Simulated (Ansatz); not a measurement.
Here is the system:

End structure of Cu on the 1x1 (111) surface of fcc Al, one in a 1x1 cell, started at the site 'hollow Al-Al-Al over Al at depth 2.3 Å':

```xyz
5
Lattice="2.8581 0.0000 0.0000 -1.4290 2.4752 0.0000 0.0000 0.0000 26.5000" Properties=species:S:1:pos:R:3 pbc="T T T"
Al     0.0000     1.6501     9.7631
Al     1.4290     0.8251    12.1036
Al     0.0000     0.0000    14.3915
Al     0.0000     1.6501    16.7028
Cu     0.0000     0.0000    18.6351
```

Set-up: 5 atoms, 7.0 Å thick at the start under the adsorbate (thin: gaps and levels are the slab's own); mesh 12x12x1; 0.1 eV smearing; dipole correction on; 2 atoms held, the rest relaxed; held to the start's symmetry, so lower structures may exist; no spin, no spin-orbit, no U, no dispersion correction. At the end it is bonded to 3 Al. In PBE this state lies 0.04 eV over the lowest of the starts that converged ('bridge Al-Al (span 2.9 Å)').

A negative adsorption energy means that the adsorbate is more stable on the surface than in its reference.

Q: Estimate the change of the work function that PBE (Ansatz, a program for electronic structure) returns for this input.

A: 0.47 eV

Q: Estimate the adsorption energy against an atom of fcc Cu that PBE returns for this input.

A: 0.17 eV

Q: What change of the step from the bottom to the top vacuum level, against the clean slab does PBE give?

A: 0.48 eV

Q: What work function of the top face does PBE give?

A: 4.50 eV
